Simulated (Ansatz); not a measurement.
Hf2N2O (C2/m, No. 12, 15 atoms in the cell; start mp-755314) was calculated with r²SCAN (Ansatz, a quantum-chemistry and plane-wave program, PAW).

Run with plane-wave cutoff 560 eV, 10×10×4 k mesh (along the axes of the cell as run), Fermi–Dirac smearing 0.01 eV, scalar-relativistic PAW data made under PBE.

Cell (relaxed with PBEsol):

```
CELL_PARAMETERS angstrom
      6.77567    -1.61978     0.00331
      6.77567     1.61978     0.00331
     -1.46367     0.00000     7.99267
ATOMIC_POSITIONS crystal
  Hf 0.03097 0.03097 0.80822
  Hf 0.96903 0.96903 0.19178
  Hf 0.62986 0.62986 0.47405
  Hf 0.37014 0.37014 0.52595
  Hf 0.69472 0.69472 0.13143
  Hf 0.30528 0.30528 0.86857
  N  0.53563 0.53563 0.65605
  N  0.46437 0.46437 0.34395
  N  0.17192 0.17192 0.96368
  N  0.82808 0.82808 0.03632
  N  0.12672 0.12672 0.28492
  N  0.87328 0.87328 0.71508
  O  0.21084 0.21084 0.61732
  O  0.78916 0.78916 0.38268
  O  0.50000 0.50000 0.00000
```

Q: Give the computed band gap, smallest direct gap on the k points sampled and direct gap at Γ.

A: 
- band gap: 2.38 eV
- smallest direct gap on the k points sampled: 2.65 eV
- direct gap at Γ: 2.77 eV

Note: cell and atoms aren't relaxed at this level (largest force component 0.10 eV/Å, pressure 3.1 GPa).

Spin–orbit coupling is not included.

Computed values are for the static lattice.

A start named mp-… is a Materials Project structure, which need not be a measured phase.
